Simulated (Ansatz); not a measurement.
Consider SrHfO$_{3}$ in the cubic perovskite structure (space group Pm-3m, No. 221; a = 4.1063 Å).

Perturbation: cell and atoms relaxed at a pressure of 5 GPa.

Levels (all Ansatz, a first-principles code, PAW, earlier PAW set): PBEsol (420 eV, no spin-orbit coupling); HSE06 (420 eV, without spin-orbit coupling); PBEsol+SOC (600 eV, noncollinear with spin-orbit coupling).

At the geometry relaxed with PBEsol, these levels gave the following band gaps, in shuffled order: (a) 3.69 eV, (b) 3.77 eV, (c) 5.44 eV.

Q: Match each gap to its level.

A: (a) PBEsol+SOC; (b) PBEsol; (c) HSE06.

Single points use the geometry relaxed with PBEsol. HSE06 was sampled on its mesh, a few special points and the semilocal edge points, so its gap is an upper bound. Differences between runs with and without spin-orbit coupling are approximate. Spin-orbit coupling, missing from the scalar runs, can matter with Hf. Load acts through the strain it causes; cell and atoms are relaxed under it. Whether these cells are dynamically stable was not tested. No other phases were tried under pressure. Many cubic perovskites are stable only at high temperature; tilts and polar distortions were not tested.
